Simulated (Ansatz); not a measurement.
Converging the k-point mesh: the (001) slab of HfCd (cut from a parent of space group no. 129; 4 atoms in the cell)

```
CELL_PARAMETERS angstrom
      3.03202     0.00000     0.00000
      0.00000     3.03202     0.00000
      0.00000     0.00000    20.95851
ATOMIC_POSITIONS crystal
  Hf 0.00000 0.50000 0.66601
  Hf 0.50000 0.00000 0.33399
  Cd 0.00000 0.50000 0.44670
  Cd 0.50000 0.00000 0.55330
```

Method: PBEsol, default PAW files made with PBE (plane waves; Ansatz, a first-principles code).

Base settings: basis.ecutwfc = 420 eV; kpoints.mp_grid.grid = 10 10 1; hamiltonian.xc = pbesol; hamiltonian.pseudopotentials = {kind: paw} (the program's default PAW files); scf.occupations.method = fermi_dirac; scf.occupations.width = 0.1 eV.

Only quantities that move along the ladder and can be compared are tabulated.

The count of work is k-points × plane waves × bands × iterations; it is no time. 

The starting cell comes from a database of computed structures (which also holds hypothetical and non-ambient phases and stackings), without a prior relaxation at this level. The slab is cut from that crystal, and its faces are unrelaxed. Its lattice was rescaled by up to half a per cent.

```csv
kpoints.mp_grid.grid,free energy less the last step's (meV/atom),largest difference of a force vector from the last step's (eV/Å),count of work / last
2 2 1,-421.21,0.796,0.033
3 3 1,63.23,0.192,0.028
4 4 1,-39.74,0.094,0.050
5 5 1,-0.29,0.114,0.050
6 6 1,20.14,0.085,0.083
7 7 1,-11.16,0.037,0.083
8 8 1,-2.03,0.061,0.12
9 9 1,3.27,0.033,0.12
10 10 1,-2.05,0.012,0.17
11 11 1,2.08,0.023,0.17
13 13 1,-1.53,0.006,0.23
15 15 1,0.30,0.007,0.30
17 17 1,0.36,0.002,0.38
20 20 1,0.13,0.002,0.55
24 24 1,-0.05,0.001,0.76
28 28 1,0.00,0.000,1.0
```

Coarsest kpoints.mp_grid.grid that holds the free energy within 5 meV/atom of the last step, with all finer ones: 8 8 1, at 0.12 of the last step's count of work; the step before is off by 11 meV/atom.

Coarsest kpoints.mp_grid.grid that holds the forces within 0.01 eV/Å of the last step, with all finer ones: 13 13 1, at 0.23 of the last step's count of work; the step before is off by 0.023 eV/Å.

Keys are those of Ansatz 0.2.
